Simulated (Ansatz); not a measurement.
We consider CsCl-type CoAl, described by r²SCAN in Ansatz (PAW).

Settings: plane-wave cutoff 600 eV, 16×16×16 k mesh, Fermi–Dirac smearing 0.1 eV, finite displacements, no spin polarisation, scalar-relativistic PAW data made under PBE.

Computed at the level's own relaxed cell.

Space group Pm-3m (No. 221); a = 2.823 Å, b = 2.823 Å, c = 2.823 Å, α = 90.00°, β = 90.00°, γ = 90.00°

| atom | site | symmetry | x | y | z |
|---|---|---|---|---|---|
| Al | 1b | m-3m | 0.5000 | 0.5000 | 0.5000 |
| Co | 1a | m-3m | 0.0000 | 0.0000 | 0.0000 |

Harmonic phonon frequencies (cm⁻¹; i marks an imaginary mode):

```json
[
 {"q point": "Γ", "frequencies": "(withheld)"},
 {"q point": "X", "frequencies": "220 220 267 304 304 431"},
 {"q point": "M", "frequencies": "207 207 252 296 405 405"},
 {"q point": "R", "frequencies": "(withheld)"}
]
```

Problem. Fill in the missing entries.

Solution. 
- Γ, frequencies: 0 0 0 348 348 348
- R, frequencies: 265 265 265 379 379 379

No imaginary mode appears at these points.

Ansatz is a quantum-chemistry and plane-wave program.
